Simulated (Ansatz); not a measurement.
Structures of equal composition on the (111)A surface of 3C silicon carbide (Si plane on top): (√3x√3)R30° In adatom at H3; (√3x√3)R30° In adatom at T4. The slabs share one bottom face, and each structure is named by its start. These are constructed structures in small cells; real faces may alloy, dewet or reconstruct in larger ones, and not all known structures of the face are among them. Slabs of about 10 Å, Fermi-Dirac smearing of 0.025 eV. Bottom of the slabs: H caps. Relaxed from the named starts with such symmetry as they have, on meshes of like density; energies extrapolated to zero smearing; spin only where a row says so; no spin-orbit coupling, no U. Brackets mark spin-polarised runs, whose order is one that fits the cell. Where a second, spin-polarised start was run, the lower counts.

Computed with r2SCAN, at the PBE geometry (plane waves to 500 eV, PAW; Ansatz, a program for electronic structure).

Task: Order them by energy per 1x1 cell (lowest first) at the level r2SCAN, at the PBE geometry.

Result: (√3x√3)R30° In adatom at T4 (0.000 eV, gap 1.52 eV on the mesh), (√3x√3)R30° In adatom at H3 (0.152 eV, gap 1.10 eV on the mesh)
